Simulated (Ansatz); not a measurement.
**A computed series for WSi2: response to strain**

The parent structure is WSi2 (space group I4/mmm, No. 139; a = 3.2024 Å, c = 7.8177 Å; relaxed with 0.1 eV smearing). Axes: x, y, z lie along a, b, c of the conventional cell.

Strains are applied to the cell and any free atomic positions relax.

The values are results of PBEsol (Ansatz, a quantum-chemistry and plane-wave program, PAW, scalar-relativistic without spin-orbit coupling), not measurements.

Notes on the quantities. energy relative to the base: free energy F.

| uniaxial strain ε_zz (%) | energy relative to the base (meV/atom) |
|---|---|
| 0 | 0.0 |
| 0.5 | 0.6 |
| 1 | 2.2 |
| 1.5 | ? |
| 2 | 8.7 |
| 2.5 | 13.3 |
| 3 | 18.9 |

### Question
Fit ΔE = Aε² + Bε³ (ε in %) to the rows shown and predict the withheld row.

### Answer
Least squares on the printed values gives A = 2.30 and B = -0.067 meV/atom (largest residual 0.0 meV/atom); this predicts 4.9 meV/atom, and the run gives 5.0 meV/atom, in agreement.

Whether these cells are dynamically stable was not tested. The final runs are not spin-polarised.
